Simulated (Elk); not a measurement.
Input and output of a self-consistent single point for Cr3Cu (Pm-3m, 4 atoms in the cell) (Elk).

Method: PBEsol, all-electron FP-LAPW, Elk's shipped species files, LAPW+lo basis run with Elk.

```yaml
crystal:
  lattice:
    - [3.60192, 0.00000, 0.00000]
    - [0.00000, 3.60192, 0.00000]
    - [0.00000, 0.00000, 3.60192]
  atoms:
    - { symbol: Cr, position: [0.00000, 0.50000, 0.50000] }
    - { symbol: Cr, position: [0.50000, 0.00000, 0.50000] }
    - { symbol: Cr, position: [0.50000, 0.50000, 0.00000] }
    - { symbol: Cu, position: [0.00000, 0.00000, 0.00000] }
```

Reference input (self-consistent single point, DFT, LDA (PW92), all-electron FP-LAPW, Elk's shipped species files, LAPW+lo basis): rgkmax = 7.5; stype = 0; swidth = 0.00367493 Ha; ngridk = 12 12 12; gmaxvr = 14 1/bohr; nxoapwlo = 1; rmtscf = 0.94; maxscl = 100. This run's input differs from it in these lines:

```diff
@@ -2,2 +2,5 @@
   0
+
+xctype
+  22
```

Output, abridged:

```
│ Self-consistent loop started │
│ Loop number : 1 │
 total energy                :     -4760.97503442
│ Loop number : 2 │
 total energy                :     -4763.80046768
RMS change in Kohn-Sham potential (target) :   0.6214984580     (  0.1000000000E-05)
Absolute change in total energy (target)   :    2.825433261     (  0.1000000000E-03)
│ Loop number : 3 │
 total energy                :     -4764.77464308
RMS change in Kohn-Sham potential (target) :   0.6388990901     (  0.1000000000E-05)
Absolute change in total energy (target)   :    1.680533708     (  0.1000000000E-03)
│ Loop number : 4 │
   [... lines left out ...]
Absolute change in total energy (target)   :   0.1165814927E-02 (  0.1000000000E-03)
│ Loop number : 17 │
 total energy                :     -4803.26840806
RMS change in Kohn-Sham potential (target) :   0.3716164039E-06 (  0.1000000000E-05)
Absolute change in total energy (target)   :   0.2395323900E-03 (  0.1000000000E-03)
│ Loop number : 18 │
 total energy                :     -4803.26839903
RMS change in Kohn-Sham potential (target) :   0.1269879593E-06 (  0.1000000000E-05)
Absolute change in total energy (target)   :   0.5085424982E-04 (  0.1000000000E-03)
Convergence targets achieved

│ Loop number : 19 │

Energies :
 Fermi                       :     0.372673195428
 total energy                :     -4803.26839314

Density of states at Fermi energy :    101.1878047
 (states/Hartree/unit cell)

Estimated indirect band gap :   0.1552913118E-03
 from k-point     15 to k-point     75
Estimated direct band gap   :   0.5769962957E-02
 at k-point     10

Charges :
 core                        :    42.00000000
 valence                     :    59.00000000
 interstitial                :    5.151368522
 muffin-tins (core leakage)
  species :    1 (Cr)
   atom    1                 :    22.56191149     (  0.1146300832E-09)
   atom    2                 :    22.56191149     (  0.1146300832E-09)
   atom    3                 :    22.56191149     (  0.1146300832E-09)
  species :    2 (Cu)
   atom    1                 :    28.16289701     (  0.3562845068E-03)
 total in muffin-tins        :    95.84863148
 total calculated charge     :    101.0032322
 total charge                :    101.0000000
 error                       :   0.3232180295E-02

│ Self-consistent loop stopped │
```

The run converged in 19 iterations. The count includes the last loop, which Elk runs after its targets are met. 

The starting cell comes from a database of computed structures (which also holds hypothetical and non-ambient phases and stackings), without a prior relaxation at this level. Spin polarisation is off. Values depend on the basis (sphere radii, cutoffs, local orbitals), which need not be converged. The log's line on a gap gives a spacing of levels on this mesh, which the program prints for metals too.

Cost on one core of a shared machine: roughly 2 min.
